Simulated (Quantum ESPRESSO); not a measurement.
A self-consistent single point of TiB2 (P6/mmm, 3 atoms in the cell) with Quantum ESPRESSO.

Computed with PBE, SSSP 1.1.2 efficiency (PBE) pseudopotentials (plane waves; Quantum ESPRESSO 7.5).

The change in words: lattice scaled by 0.985; ecutwfc: 50 Ry → 30 Ry; ecutrho: 400 Ry → 240 Ry. Reference geometry:
```yaml
crystal:
  lattice:
    - [2.95119, 0.00000, 0.00000]
    - [-1.47559, 2.55580, 0.00000]
    - [0.00000, 0.00000, 3.14902]
  atoms:
    - { symbol: Ti, position: [0.00000, 0.00000, 0.00000] }
    - { symbol: B, position: [0.33333, 0.66667, 0.50000] }
    - { symbol: B, position: [0.66667, 0.33333, 0.50000] }
```

Reference input (self-consistent single point, DFT, PBE, plane waves, SSSP 1.1.2 efficiency (PBE) pseudopotentials): ecutwfc = 50 Ry; ecutrho = 400 Ry; occupations = smearing; smearing = methfessel-paxton; degauss = 0.0073499 Ry; potentials = {Ti: ti_pbe_v1.4.uspp.F.UPF, B: b_pbe_v1.4.uspp.F.UPF}; K_POINTS = automatic 10 10 8 0 0 0; conv_thr = 1e-10 Ry. This run's input differs from it in these lines:

```diff
@@ -10,8 +10,8 @@
    ibrav = 4
-   A = 2.95118970
-   C = 3.14901900
+   A = 2.90692183
+   C = 3.10178400
    nat = 3
    ntyp = 2
-   ecutwfc = 50
-   ecutrho = 400
+   ecutwfc = 30
+   ecutrho = 240
    occupations = 'smearing'
```

The program printed (abridged):

```
     Self-consistent Calculation

     iteration #  1     ecut=    30.00 Ry     beta= 0.70

     negative rho (up, down):  1.741E-03 0.000E+00

     total energy              =    -131.84668233 Ry
     estimated scf accuracy    <       0.75644404 Ry

     iteration #  2     ecut=    30.00 Ry     beta= 0.70

     negative rho (up, down):  1.262E-03 0.000E+00

     total energy              =    -131.63612597 Ry
     estimated scf accuracy    <       2.79042665 Ry

     iteration #  3     ecut=    30.00 Ry     beta= 0.70

     negative rho (up, down):  1.284E-03 0.000E+00

     total energy              =    -132.24078693 Ry
     estimated scf accuracy    <       0.05228749 Ry

   [... 8 blocks of this kind left out ...]

     iteration # 12     ecut=    30.00 Ry     beta= 0.70

     negative rho (up, down):  1.319E-03 0.000E+00

     total energy              =    -132.24342236 Ry
     estimated scf accuracy    <          4.3E-10 Ry

     iteration # 13     ecut=    30.00 Ry     beta= 0.70

     negative rho (up, down):  1.319E-03 0.000E+00
     End of self-consistent calculation

     the Fermi energy is    17.1703 ev

!    total energy              =    -132.24342236 Ry
     estimated scf accuracy    <          5.4E-12 Ry
     smearing contrib. (-TS)   =      -0.00007702 Ry
     internal energy E=F+TS    =    -132.24334535 Ry

     convergence has been achieved in  13 iterations

     negative rho (up, down):  1.319E-03 0.000E+00

     Forces acting on atoms (cartesian axes, Ry/au):

     atom    1 type  1   force =     0.00000000   -0.00000000    0.00000000
   [... zero for the other atoms too ...]

     Total force =     0.000000     Total SCF correction =     0.000000

     negative rho (up, down):  1.319E-03 0.000E+00
          total   stress  (Ry/bohr**3)                   (kbar)     P=      370.97
   0.00270075  -0.00000000   0.00000000          397.29       -0.00        0.00
  -0.00000000   0.00270075   0.00000000           -0.00      397.29        0.00
  -0.00000000  -0.00000000   0.00216399           -0.00       -0.00      318.33

   JOB DONE.
```

The run converged in 13 iterations. Against the reference run the free energy rises by 85.1 meV/atom and the pressure goes from 22.87 to 37.10 GPa.

The starting cell comes from a database of computed structures (which also holds hypothetical and non-ambient phases and stackings), without a prior relaxation at this level. Its lattice was rescaled by a random factor within 2.5 % of one. For this run, on top of that: lattice scaled by 0.985. Spin polarisation is off.
